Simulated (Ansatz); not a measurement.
System: MgO (P6₃mc, No. 186, 4 atoms in the cell; start mp-549706; a measured phase of this formula has another space group). Method: LDA (Ansatz, an electronic-structure program, PAW).

Run with plane-wave cutoff 520 eV, 12×12×8 k mesh (along the axes of the cell as run), Fermi–Dirac smearing 0.01 eV, scalar-relativistic PAW data made under PBE.

Cell (relaxed with PBEsol):

Space group P6₃mc (No. 186); a = b = 3.303 Å, c = 5.021 Å, α = β = 90.00°, γ = 120.00°

| atom | site | symmetry | x | y | z |
|---|---|---|---|---|---|
| Mg | 2b | 3m. | 0.3333 | 0.6667 | 0.0038 |
| O | 2b | 3m. | 0.3333 | 0.6667 | 0.4008 |

Q: Estimate the band gap that the calculation returns.

A: 
- band gap = 3.37 eV (direct)

Note: cell and atoms aren't relaxed at this level (pressure -4.6 GPa).

Computed values are for the static lattice.

A start named mp-… is a Materials Project structure, which need not be a measured phase.
